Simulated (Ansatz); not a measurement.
Results of LDA (PAW; Ansatz, a quantum-chemistry and plane-wave program) for cubic perovskite CsCaF₃.

Run with plane-wave cutoff 520 eV, 8×8×8 k mesh, Fermi–Dirac smearing 0.01 eV, scalar-relativistic PAW data made under PBE.

The direct gap at Γ against volume; x = 100 ln(V/17.108 Å³). One gap is withheld.

```tsv
V (Å³/atom)	x	gap (eV)
16.082	-6.18	?
16.424	-4.08	7.579
16.766	-2.02	7.444
17.108	0.00	7.315
17.451	1.99	7.192
17.793	3.93	7.073
18.135	5.83	6.958
```

**Question.** Fit a straight line to the rows shown, give the volume deformation potential and predict the withheld gap.

**Answer.** Means of the 6 rows: x̄ = 0.942, ȳ = 7.2602 eV. Σ(x − x̄)(y − ȳ) = -4.3050 and Σ(x − x̄)² = 68.800, so the slope is -0.0626 eV per unit of x, and dE_g/d ln V = -6.3 eV. At x = -6.18: 7.2602 + (-0.0626) × (-6.18 − (0.942)) = 7.706 eV. The run gives 7.718 eV, 0.012 eV above the line, as the curve bends the same way over all rows.

Spin–orbit coupling is not included.

Note: the relaxation could not lower the start's symmetry, so the cell can be a saddle point above a distorted one.
